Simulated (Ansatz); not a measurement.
## alpha quartz: the defect H on the O site (H_O)

Method: PBE, PAW (plane waves to 420 eV; Ansatz, a quantum-chemistry and plane-wave program). A 2×2×2 supercell of 72 sites was used; the energies come from a 2×2×2 Γ-centred sampling of its zone. Site at the start: the O site. Energies of charged states are corrected for periodic images (point charge plus alignment at distant sites). Dielectric constants: PBE linear response of the host. Host gap at this level: 5.68 eV. These values are not converged in cell size to better than tenths of an eV. Levels are measured in PBE's own, too narrow, gap. Spin–orbit coupling is left out. Each state is the lowest found from its start.

Formation energies E_f are given with the Fermi level at the valence-band maximum. Chemical conditions: O-rich (Δμ(O) = 0.00 eV, Δμ(H) = -1.25 eV, bounded by H2O molecule; only phases computed here count, gases as isolated molecules at 0 K). Reference phases: H: H2 molecule in a box, O: O2 molecule in a box.

In at least one state atoms left their starting sites on relaxation (a large move, or an atom on the emptied site), so the name describes the start.

| charge | moment (μB) | point group | largest move off a lattice site (Å) | image correction with alignment (eV) | E_f, O-rich (eV) |
|---|---|---|---|---|---|
| +1 | not spin-polarised | C1 | 0.28 | 0.33 | 4.26 |
| 0 | 1.0 | C1 | 0.28 | 0.00 | 7.80 |
| −1 | not spin-polarised | C1 | 1.55 | 0.43 | 11.88 |

Point groups are those of the whole cell at tolerances of 0.03 and 0.1 Å ("near" where only the looser one holds); none is given for unsettled states.

Transition levels above the valence-band maximum: ε(+1/0) = 3.55 eV; ε(0/−1) = 4.08 eV. On the lower envelope of the bound states, inside the gap: (+1/0) at 3.55 eV; (0/−1) at 4.08 eV.

Flagged in the runs: a host whose relaxation on this sampling wasn't shown to rest, a strain field that reaches the edge of the cell.

All states together cost about 2.5 core-hours (a rough figure).
